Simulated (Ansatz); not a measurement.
**Habitual settings against a tight run: ZrPt (Cmcm, 4 atoms in the cell)**

Self-consistent single point.

```xyz
4
Lattice="1.6931 -5.1321 0.0000 1.6931 5.1321 0.0000 0.0000 0.0000 4.2238" Properties=species:S:1:pos:R:3 pbc="T T T"
Zr     1.6931    -3.6823     3.1678
Zr     1.6931     3.6823     1.0559
Pt     1.6931    -0.9470     3.1678
Pt     1.6931     0.9470     1.0559
```

Computed with PBEsol, PAW files made with PBE (plane waves; Ansatz, a program for electronic structure).

Base settings: basis.ecutwfc = 420 eV; kpoints.mp_grid.grid = 12 12 9; hamiltonian.xc = pbesol; hamiltonian.pseudopotentials = {kind: paw} (the program's default PAW files); scf.occupations.method = methfessel_paxton; scf.occupations.width = 0.1 eV.

Tight run (finer mesh or higher cutoff; not a proven limit): basis.ecutwfc: 420 eV → 590 eV; kpoints.mp_grid.grid: 12 12 9 → 17 17 13; scf.convergence.dr2_threshold: default (1e-07 eV) → 1e-09 eV. It gave Fermi level (on the code's own zero) 18.70 eV; pressure 3.67 GPa; largest force (vector length) 0.079 eV/Å.

Quick runs, as changes from the base:
- A: the base itself
- B: basis.ecutwfc: 420 eV → 335 eV; kpoints.mp_grid.grid: 12 12 9 → 6 6 6; scf.occupations.method: methfessel_paxton → gaussian; scf.occupations.width: 0.1 eV → 0.272 eV
- C: basis.ecutwfc: 420 eV → 250 eV; kpoints.mp_grid.grid: 12 12 9 → 3 3 3
- D: basis.ecutwfc: 420 eV → 250 eV; kpoints.mp_grid.grid: 12 12 9 → 6 6 6; hamiltonian.xc: pbesol → lda; scf.convergence.dr2_threshold: default (1e-07 eV) → 0.0001 eV [LDA (PW92)]
- E: basis.ecutwfc: 420 eV → 335 eV; kpoints.mp_grid.grid: 12 12 9 → 2 2 2
- F: basis.ecutwfc: 420 eV → 210 eV; kpoints.mp_grid.grid: 12 12 9 → 2 2 2; hamiltonian.xc: pbesol → lda; scf.occupations.method: methfessel_paxton → cold; scf.occupations.width: 0.1 eV → 0.272 eV; kpoints.mp_grid.shift: default → 0.5 0.5 0.5 [LDA (PW92)]

Energies are extrapolated to zero smearing width, which holds to low order in the width alone.

Dashes: energy of D, F, another energy zero.

† marks runs with another functional, U, potentials or spin treatment: their distance from the tight run is not a convergence error alone.

The count of work is k-points × plane waves × bands × iterations; it is no time. 

Pressures in the table are Ansatz's without its Pulay estimate, at a fixed set of plane waves; the tight run's value above holds the estimate.

The starting cell comes from a database of computed structures (which also holds hypothetical and non-ambient phases and stackings), without a prior relaxation at this level. Its lattice was rescaled by a random factor within 2.5 % of one. Spin polarisation is off. In the base run, with a pressure of about 4 GPa the cell is away from its equilibrium volume at this level.

| run | energy less tight (meV/atom) | pressure less tight (GPa) | largest miss in a force vector (eV/Å) | count of work / tight |
|---|---|---|---|---|
| A | 1.3 | -0.04 | 0.012 | 0.20 |
| B | 8.6 | -1.04 | 0.037 | 0.035 |
| C | 731.7 | -44.87 | 0.279 | 0.0031 |
| D† | – | -49.40 | 0.122 | 0.018 |
| E | 190.9 | 1.96 | 0.764 | 0.0045 |
| F† | – | -166.44 | 0.396 | 0.00066 |

Among the runs at the tight run's level, the energy misses run from 1.3 to 731.7 meV/atom.

Keys are those of Ansatz 0.2.
